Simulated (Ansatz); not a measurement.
# Sn: response to strain

The parent structure is Sn in the diamond structure (space group Fd-3m, No. 227; a = 6.540 Å; relaxed with 0.1 eV smearing). Axes: x, y, z lie along the cube axes.

Strains are applied to the cell and any free atomic positions relax; under biaxial strain the out-of-plane vector relaxes too.

Method: Ansatz (a program for electronic structure) PBEsol, spin-orbit coupling left out.

Candidates:
(a) biaxial strain −2.08 %, plane normal [111], relaxed out of plane
(b) biaxial strain +2.08 %, plane normal [111], relaxed out of plane
(c) biaxial strain −1.25 %, plane normal [111], relaxed out of plane
(d) biaxial strain +0.42 %, plane normal [111], relaxed out of plane

Notes on the quantities. energy relative to the base: free energy F.

Order them by energy relative to the base, highest first.

(a) biaxial strain −2.08 %, plane normal [111], relaxed out of plane (+8.7 meV/atom), (b) biaxial strain +2.08 %, plane normal [111], relaxed out of plane (+7.7 meV/atom), (c) biaxial strain −1.25 %, plane normal [111], relaxed out of plane (+3.1 meV/atom), (d) biaxial strain +0.42 %, plane normal [111], relaxed out of plane (+0.3 meV/atom)

Whether these cells are dynamically stable was not tested.
